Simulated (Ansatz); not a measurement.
Base system: SiC in the zinc blende structure (space group F-43m, No. 216; a = 4.3569 Å). Axes: x, y, z lie along the cube axes.

Method: DFT with PBEsol, PAW potentials and a 420 eV plane-wave cutoff in Ansatz (a quantum-chemistry and plane-wave program), no spin-orbit coupling.

Base values:

```
Item                                 Value
---------------------  -------------------
Smallest direct gap                4.45 eV
Valence-band top at Γ  0.00, 0.00, 0.00 eV
Band gap                           1.24 eV
```

Now apply this change: tensile biaxial strain of 1.50 % in the plane normal to [001], as in epitaxy on a mismatched substrate; the out-of-plane cell vector and the atoms relax.

Q: What happens to the smallest direct gap?

A: The smallest direct gap drops by 0.05 eV, from 4.45 eV to 4.40 eV.

Q: What does the calculation give for the valence-band top at Γ after the change?

A: The valence-band top at Γ (three highest levels, from the VBM) becomes 0.00, -0.17, -0.17 eV (base: 0.00, 0.00, 0.00 eV).

Q: What does the calculation give for the ratio −ε⊥/ε∥ after the change?

A: The ratio −ε⊥/ε∥ is 0.72.

Q: What does the calculation give for the band gap after the change?

A: The band gap shrinks by 0.246 eV (1.24 eV → 1.00 eV).

Stability against distortions was not tested.
